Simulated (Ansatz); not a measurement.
Base system: GaCuSe2 in the chalcopyrite structure (space group I-42d, No. 122).

```
GaCuSe2
1.0
   -2.80390     2.80390     5.54824
    2.80390    -2.80390     5.54824
    2.80390     2.80390    -5.54824
Cu Ga Se
2 2 4
Direct
  0.75000   0.25000   0.50000
  0.00000   0.00000   0.00000
  0.25000   0.75000   0.50000
  0.50000   0.50000   0.00000
  0.12136   0.12500   0.49636
  0.62864   0.62500   0.50364
  0.37500   0.87864   0.00364
  0.87500   0.37136   0.99636
```

Method: Ansatz (an electronic-structure program) r2SCAN, no spin-orbit coupling, earlier PAW set.

Carriers are added at fixed cell with a uniform background; the Fermi–Dirac width is that of 300 K.

One change was made to it. Results:

```json
[
 {"quantity": "Fermi level relative to the doped band's edge (positive inside the band; to 0.05 eV)", "base": "–", "after": "+0.55 eV"},
 {"quantity": "gap between the host's bands", "base": "0.57 eV", "after": "0.89 eV"},
 {"quantity": "gap character", "base": "direct at Γ", "after": "direct at Γ"}
]
```

### Question
Which of these changes matches the shifts?
A. holes 7.0×10^21 cm⁻³
B. holes 2.0×10^21 cm⁻³
C. electrons 2.0×10^21 cm⁻³
D. holes 5.0×10^21 cm⁻³
E. electrons 7.0×10^21 cm⁻³

### Answer
A, holes 7.0×10^21 cm⁻³. For comparison, the gap between the host's bands in the other runs: electrons 7.0×10^21 cm⁻³ gives 0.35 eV; holes 5.0×10^21 cm⁻³ gives 0.81 eV; holes 2.0×10^21 cm⁻³ gives 0.67 eV; electrons 2.0×10^21 cm⁻³ gives 0.51 eV.

Carriers are added with a uniform compensating background; total energy and stress of such cells depend on the potential's zero and are not compared; many-body gap narrowing is missing at this level. Whether these cells are dynamically stable was not tested. The final runs are not spin-polarised.
